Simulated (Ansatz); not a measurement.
The parent structure is TiAl (space group P4/mmm, No. 123; a = 2.797 Å, c = 4.032 Å). Axes: x, y, z lie along a, b, c of the conventional cell.

Level of theory: PBEsol (Ansatz, an electronic-structure program, PAW, no SOC).

Base values:

```
Quantity                         Value
-----------------------------  -------
Pressure                       0.0 GPa
Shortest interatomic distance  2.797 Å
```

Modification: the cell is stretched by 1.16 % along z with no lateral relaxation; the atoms relax in the strained cell.

### Question
Estimate the effect on the pressure, energy relative to the base and shortest interatomic distance.

### Answer
The pressure (mean of the normal stresses, compression positive) goes from zero to -1.3 GPa; the energy goes up by 1.1 meV/atom; the shortest interatomic distance remains 2.797 Å.

Without a gap, meshes like the base's 17×17×12 leave anisotropic stresses uncertain by several tenths of a GPa, and small strain energies with them. Stability against distortions was not tested. The final runs are not spin-polarised.
